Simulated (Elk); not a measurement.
## Input and output of a self-consistent single point for Si (Fd-3m, 2 atoms in the cell) (Elk)

Method of the run: Elk with PBE, all-electron FP-LAPW, Elk's shipped species files, APW+lo basis with extra local orbitals.

Input as run:

```
tasks
  0

xctype
  20

tforce
  .true.

rgkmax
  8.0

gmaxvr
  18.0

lmaxapw
  10

lmaxo
  8

nxlo
  2

lorbcnd
  .true.

lradstp
  2

nrmtscf
  2.0

lmaxi
  4

swidth
  0.000367493

maxscl
  100

avec
    0.0000000000    5.1315512914    5.1315512914
    5.1315512914    0.0000000000    5.1315512914
    5.1315512914    5.1315512914    0.0000000000

sppath
  'species/'

atoms
  1
  'Si.in'
  2
  0.0000000000  0.0000000000  0.0000000000    0.0 0.0 0.0
  0.2500000000  0.2500000000  0.2500000000    0.0 0.0 0.0

ngridk
  7 7 7
```

Output, abridged:

```
│ Elk code version 10.2.4 │

All units are atomic (Hartree, Bohr, etc.)

│ Ground-state run starting from atomic densities │

Lattice vectors :
   0.000000000       5.131551291       5.131551291
   5.131551291       0.000000000       5.131551291
   5.131551291       5.131551291       0.000000000

Unit cell volume      :    270.2564192
Brillouin zone volume :   0.9178328278

Muffin-tin inner radius fraction :   0.1000000000E-01

Nuclei treated as point charges

Species :    1 (Si)
 parameters loaded from : Si.in
 name : silicon
 nuclear charge    :   -14.00000000
 electronic charge :    14.00000000
 atomic mass :    51196.73454
 muffin-tin radius :    2.197026890
 number of radial points in muffin-tin :    799
 atomic positions (lattice), magnetic fields (Cartesian) :
   1 :   0.37500000  0.37500000  0.37500000    0.00000000  0.00000000  0.00000000
   2 :  -0.37500000 -0.37500000 -0.37500000    0.00000000  0.00000000  0.00000000

Total number of atoms per unit cell :    2

Spin treatment :
 spin-unpolarised

Number of Bravais lattice symmetries :   48
Number of crystal symmetries         :   48
Crystal has inversion symmetry
Real symmetric eigensolver will be used

k-point grid :      7     7     7
k-point offset :    0.000000000       0.000000000       0.000000000
k-point set is reduced with full crystal symmetry group
Total number of k-points :       20

Muffin-tin radius times maximum |G+k| :    8.000000000
 using average radius
Maximum |G+k| for APW functions       :    3.641284519
Maximum (1/2)|G+k|²                   :    6.629476473
Maximum |G| for potential and density :    18.00000000
 potential will be trimmed for |G| > 2 gkmax
Constant for pseudocharge density :   10
Radial integration step length :    2

G-vector grid sizes :     42    42    42
Number of G-vectors :    26565

Maximum angular momentum used for
 APW functions                      :   10
 outer part of muffin-tin           :    8
 inner part of muffin-tin           :    4

Total nuclear charge    :   -28.00000000
Total core charge       :    20.00000000
Total valence charge    :    8.000000000
Total excess charge     :    0.000000000
Total electronic charge :    28.00000000

Effective Wigner radius, rₛ :    1.320818447

Number of empty states         :    8
Total number of valence states :   12
Total number of core states    :   20

Conduction state local-orbitals added automatically
Total number of local-orbitals :  194

Exchange-correlation functional :     20     0     0
 Perdew-Burke-Ernzerhof, Phys. Rev. Lett. 77, 3865 (1996)
 gradient requirement :    1
 generalised gradient approximation (GGA)

Smearing type :    3
 Fermi-Dirac
Smearing width :   0.3674930000E-03
Effective electronic temperature (K) :    116.0451112

Mixing type :    3
 Broyden mixing, J. Phys. A: Math. Gen. 17, L317 (1984)

Kohn-Sham potential initialised from atomic data

│ Self-consistent loop started │
│ Loop number : 1 │
 total energy                :     -583.389190203
│ Loop number : 2 │
 total energy                :     -583.354660827
RMS change in Kohn-Sham potential (target) :   0.5031213792     (  0.1000000000E-05)
Absolute change in total energy (target)   :   0.3452937639E-01 (  0.1000000000E-03)
│ Loop number : 3 │
 total energy                :     -581.759794503
RMS change in Kohn-Sham potential (target) :   0.2740779831     (  0.1000000000E-05)
Absolute change in total energy (target)   :    1.603498668     (  0.1000000000E-03)
│ Loop number : 4 │
 total energy                :     -580.711814382
RMS change in Kohn-Sham potential (target) :   0.1097376110     (  0.1000000000E-05)
Absolute change in total energy (target)   :    1.448854788     (  0.1000000000E-03)
│ Loop number : 5 │
 total energy                :     -580.273202980
RMS change in Kohn-Sham potential (target) :   0.3450252660E-01 (  0.1000000000E-05)
Absolute change in total energy (target)   :   0.8008250983     (  0.1000000000E-03)
│ Loop number : 6 │
 total energy                :     -580.134718914
RMS change in Kohn-Sham potential (target) :   0.8371627604E-02 (  0.1000000000E-05)
Absolute change in total energy (target)   :   0.3386903413     (  0.1000000000E-03)
│ Loop number : 7 │
 total energy                :     -580.092761317
RMS change in Kohn-Sham potential (target) :   0.5742066140E-03 (  0.1000000000E-05)
Absolute change in total energy (target)   :   0.1266301823     (  0.1000000000E-03)
│ Loop number : 8 │
 total energy                :     -580.094203660
RMS change in Kohn-Sham potential (target) :   0.2550309885E-03 (  0.1000000000E-05)
Absolute change in total energy (target)   :   0.3021520209E-01 (  0.1000000000E-03)
│ Loop number : 9 │
 total energy                :     -580.093681879
RMS change in Kohn-Sham potential (target) :   0.3274803130E-04 (  0.1000000000E-05)
Absolute change in total energy (target)   :   0.8075581180E-02 (  0.1000000000E-03)
│ Loop number : 10 │
 total energy                :     -580.092715554
RMS change in Kohn-Sham potential (target) :   0.7153235748E-05 (  0.1000000000E-05)
Absolute change in total energy (target)   :   0.2985221093E-02 (  0.1000000000E-03)
│ Loop number : 11 │
 total energy                :     -580.092364676
RMS change in Kohn-Sham potential (target) :   0.1532670713E-05 (  0.1000000000E-05)
Absolute change in total energy (target)   :   0.1097183106E-02 (  0.1000000000E-03)
│ Loop number : 12 │
 total energy                :     -580.092307015
RMS change in Kohn-Sham potential (target) :   0.6167686207E-06 (  0.1000000000E-05)
Absolute change in total energy (target)   :   0.3319564702E-03 (  0.1000000000E-03)
│ Loop number : 13 │
 total energy                :     -580.092278370
RMS change in Kohn-Sham potential (target) :   0.1527579427E-06 (  0.1000000000E-05)
Absolute change in total energy (target)   :   0.1116342764E-03 (  0.1000000000E-03)
│ Loop number : 14 │
 total energy                :     -580.092279591
RMS change in Kohn-Sham potential (target) :   0.5226844730E-07 (  0.1000000000E-05)
Absolute change in total energy (target)   :   0.2668757691E-04 (  0.1000000000E-03)
Convergence targets achieved

│ Loop number : 15 │

Energies :
 Fermi                       :     0.217533930083
 sum of eigenvalues          :     -316.510413223
 electron kinetic            :      581.711534472
 core electron kinetic       :      570.699522878
 Coulomb                     :     -1120.02699115
 Coulomb potential           :     -844.285929997
 nuclear-nuclear             :     -87.1380818394
 electron-nuclear            :     -1221.49188862
 Hartree                     :      188.602979312
 Madelung                    :     -697.884026150
 xc potential                :     -53.9360176974
 exchange                    :     -40.6873036332
 correlation                 :     -1.08952047990
 electron entropic           :    -0.734253391142E-12
 total energy                :     -580.092280789

Density of states at Fermi energy :   0.2721166731E-06
 (states/Hartree/unit cell)

Estimated indirect band gap :   0.2101933300E-01
 from k-point      1 to k-point     15
Estimated direct band gap   :   0.9408658509E-01
 at k-point      1

Charges :
 core                        :    20.00000000
 valence                     :    8.000000000
 interstitial                :    3.400299366
 muffin-tins (core leakage)
  species :    1 (Si)
   atom    1                 :    12.29985032     (  0.1380301181E-02)
   atom    2                 :    12.29985032     (  0.1380301181E-02)
 total in muffin-tins        :    24.59970063
 total calculated charge     :    27.99728683
 total charge                :    28.00000000
 error                       :   0.2713166553E-02

│ Self-consistent loop stopped │

Forces :
 species :    1 (Si)
  atom :    1
   Hellmann-Feynman          :    -0.00000000    0.00000000    0.00000000
   IBS                       :     0.00000000   -0.00000000   -0.00000000
   total force               :     0.00000000   -0.00000000   -0.00000000
   total magnitude           :     0.00000000
  atom :    2
   Hellmann-Feynman          :     0.00000000   -0.00000000    0.00000000
   IBS                       :    -0.00000000    0.00000000   -0.00000000
   total force               :    -0.00000000    0.00000000    0.00000000
   total magnitude           :     0.00000000
```

The run converged in 15 iterations. The count includes the last loop, which Elk runs after its targets are met.

The starting cell has typed, rounded lattice constants, without a prior relaxation at this level. Values depend on the basis (sphere radii, cutoffs, local orbitals), which need not be converged.
